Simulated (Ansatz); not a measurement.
# Response to strain in GaN

Take GaN in the wurtzite structure (space group P6_3mc, No. 186) as the base.

```
CELL_PARAMETERS angstrom
      3.18258     0.00000     0.00000
     -1.59129     2.75619     0.00000
      0.00000     0.00000     5.18543
ATOMIC_POSITIONS crystal
  Ga 0.33333 0.66667 0.00019
  Ga 0.66667 0.33333 0.50019
  N  0.33333 0.66667 0.37681
  N  0.66667 0.33333 0.87681
```

Cartesian axes are those of the cell as printed.

Strains are applied to the cell and any free atomic positions relax.

Calculations: PBEsol (Ansatz, a first-principles code; PAW; 420 eV plane waves; no spin-orbit coupling).

Notes on the quantities. energy relative to the base: free energy F.

```json
[
 {"change": "base", "width of the top valence band": "2.82 eV", "energy relative to the base": "0 meV/atom", "band gap": "1.88 eV"},
 {"change": "uniaxial strain ε_zz = +0.60 %", "width of the top valence band": "2.82 eV", "energy relative to the base": "+0.5 meV/atom", "band gap": "1.81 eV"},
 {"change": "uniaxial strain ε_zz = +1.20 %", "width of the top valence band": "2.83 eV", "energy relative to the base": "(withheld)", "band gap": "(withheld)"},
 {"change": "uniaxial strain ε_zz = +1.80 %", "width of the top valence band": "2.83 eV", "energy relative to the base": "+4.3 meV/atom", "band gap": "1.69 eV"},
 {"change": "uniaxial strain ε_zz = +2.40 %", "width of the top valence band": "2.83 eV", "energy relative to the base": "+7.6 meV/atom", "band gap": "1.62 eV"},
 {"change": "uniaxial strain ε_zz = +3.00 %", "width of the top valence band": "2.84 eV", "energy relative to the base": "+12 meV/atom", "band gap": "1.56 eV"}
]
```

Problem. Some entries are withheld; estimate them.

Solution. 
- uniaxial strain ε_zz = +1.20 %, energy relative to the base: +1.9 meV/atom
- uniaxial strain ε_zz = +1.20 %, band gap: 1.75 eV

Whether these cells are dynamically stable was not tested.
